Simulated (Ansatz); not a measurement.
Consider the following.

End structure of I on the 1x1 (111) surface of fcc Rh, one in a 2x2 cell, started at the site 'hollow Rh-Rh-Rh over Rh at depth 4.4 Å':

```
CELL_PARAMETERS angstrom
      5.41644     0.00000     0.00000
     -2.70822     4.69077     0.00000
      0.00000     0.00000    26.00000
ATOMIC_POSITIONS crystal
  Rh 0.16667 0.33333 0.37435
  Rh 0.16667 0.83333 0.37435
  Rh 0.66667 0.33333 0.37435
  Rh 0.66667 0.83333 0.37435
  Rh 0.33333 0.16667 0.45810
  Rh 0.33333 0.66667 0.45810
  Rh 0.83333 0.16667 0.45810
  Rh 0.83333 0.66667 0.45810
  Rh 0.99995 0.99997 0.54190
  Rh 0.00000 0.50000 0.54358
  Rh 0.50003 0.99997 0.54190
  Rh 0.50003 0.50005 0.54190
  Rh 0.16335 0.33665 0.62679
  Rh 0.16335 0.82671 0.62679
  Rh 0.67329 0.33665 0.62679
  Rh 0.66667 0.83333 0.62527
  I  0.33333 0.16667 0.71005
```

Set-up: 17 atoms, 6.5 Å thick at the start under the adsorbate (thin: gaps and levels are the slab's own); mesh 6x6x1; 0.1 eV smearing; dipole correction on; 8 atoms held, the rest relaxed; start symmetry kept, larger cells not searched; no spin, no spin-orbit, no U, no dispersion correction. At the end it is bonded to 3 Rh. In PBE it is, or lies within 0.03 eV of, the lowest of the starts that converged.

A negative adsorption energy means that the adsorbate is more stable on the surface than in its reference.

Q: What adsorption energy against ½ I2(g) does PBE (Ansatz, a first-principles code) give?

A: -1.97 eV

Q: Estimate the change of the step from the bottom to the top vacuum level, against the clean slab that PBE returns for this input.

A: -0.87 eV

Q: What is the computed change of the work function (PBE)?

A: -0.89 eV

Q: What is the computed work function of the top face (PBE)?

A: 4.26 eV
